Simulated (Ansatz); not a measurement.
Take GaAs in the zinc blende structure (space group F-43m, No. 216; a = 5.6667 Å) as the base.

Calculations: DFT with r2SCAN, PAW potentials and a 500 eV plane-wave cutoff in Ansatz (a first-principles code), scalar-relativistic without spin-orbit coupling.

Before the change:

The pressure is 0.00 GPa and the hole mass comes out as 0.050, 0.34, 0.34 mₑ (at Γ). The band gap is 0.96 eV and the electron mass is 0.051 mₑ (at Γ).

The change: every lattice vector is stretched by 1.00 %, atoms relaxed at fixed cell.

### Question
What happens to the energy relative to the base?

### Answer
The energy increases by 4.4 meV/atom.

### Question
What does the calculation give for the pressure after the change?

### Answer
The pressure goes from zero to -2.01 GPa.

### Question
Estimate the effect on the hole mass.

### Answer
The hole mass (degenerate bands, along [100]) goes from 0.050, 0.34, 0.34 mₑ (at Γ) to 0.039, 0.35, 0.35 mₑ (at Γ).

### Question
What happens to the band gap?

### Answer
The band gap decreases by 0.24 eV to 0.72 eV.

### Question
Predict the new electron mass.

### Answer
The electron mass becomes 0.040 mₑ (at Γ) (base: 0.051 mₑ (at Γ)).

The cells carry an imposed strain or load. Masses are band curvatures over ±0.01 Å⁻¹ around the edge. Whether these cells are dynamically stable was not tested.
